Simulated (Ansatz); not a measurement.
Base system: ZnS in the wurtzite structure (space group P6_3mc, No. 186; a = 3.7383 Å, c = 6.1429 Å).

All numbers come from LDA, PAW, 420 eV (Ansatz, a first-principles code; without spin-orbit coupling).

Strains are applied to the cell and any free atomic positions relax.

One change was made to it. Results:

```csv
quantity,base,after
electron mass,"0.15 mₑ along c, 0.18 mₑ across (at Γ)","0.14 mₑ along c, 0.16 mₑ across (at Γ)"
"pressure (mean of the normal stresses, compression positive)",0.00 GPa,-6.27 GPa
mean gap deformation potential ΔEg/Δln V,–,-4.5 eV
width of the top valence band,2.37 eV,2.07 eV
gap character,direct at Γ,direct at Γ
```

Question: Name the change that was made.
(A) isotropic strain +3.00 %
(B) isotropic strain +2.40 %
(C) isotropic strain +0.60 %
(D) isotropic strain +1.20 %
(E) isotropic strain +1.80 %

Answer: A, isotropic strain +3.00 %. For comparison, the pressure in the other runs: isotropic strain +2.40 % gives -5.23 GPa; isotropic strain +1.80 % gives -4.09 GPa; isotropic strain +0.60 % gives -1.49 GPa; isotropic strain +1.20 % gives -2.85 GPa.

Masses are band curvatures over ±0.01 Å⁻¹ around the edge. Stability against distortions was not tested.
